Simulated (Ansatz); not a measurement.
The starting structures come from a database of crystals and need not be the phases stable at ambient conditions.

 Where the default PAW files enter, the runs use the earlier of Ansatz's two default sets.

**Evanescent states of AlBO3 (R-3c, not sure to be the ambient phase, 10 atoms a cell, 8.1 Å³ an atom, -7 GPa at this level) along the normal of (101)**

The numbers are results of r2SCAN (plane waves, PAW; Ansatz, a quantum-chemistry and plane-wave program), not measurements.

No gap correction and no spin-orbit coupling; mid-gap values are interpolated between computed energies.

Energies count from the valence-band top; κ is the least over a 8×6 mesh across the current.

| E (eV) | κ (1/Å) | where |
|---|---|---|
| 0.15 | 0.155 | Γ |
| 0.47 | 0.252 | Γ |
| 0.78 | 0.310 | Γ |
| 1.08 | 0.350 | Γ |
| 1.40 | 0.380 | Γ |
| 1.71 | 0.403 | Γ |
| 2.02 | 0.421 | Γ |
| 2.33 | 0.434 | Γ |
| 2.63 | 0.444 | Γ |
| 2.94 | 0.450 | Γ |
| 3.25 | 0.454 | Γ |
| 3.56 | 0.454 | Γ |
| 3.88 | 0.451 | Γ |
| 4.18 | 0.446 | Γ |
| 4.50 | 0.437 | Γ |
| 4.80 | 0.424 | Γ |
| 5.12 | 0.408 | Γ |
| 5.42 | 0.387 | Γ |
| 5.74 | 0.360 | Γ |
| 6.04 | 0.326 | Γ |
| 6.36 | 0.277 | off Γ |
| 6.67 | 0.142 | off Γ |

### Question
How thick must the barrier be to attenuate the transmission by 10^4 when the electrodes' Fermi level lies at 2.33 eV, and what attenuation does that film give at 2.63 eV?

### Answer
d = 4 ln 10 / (2 × 0.434) = 10.6 Å. At 2.63 eV it gives 4 × 0.444/0.434 = 4.1 decades.
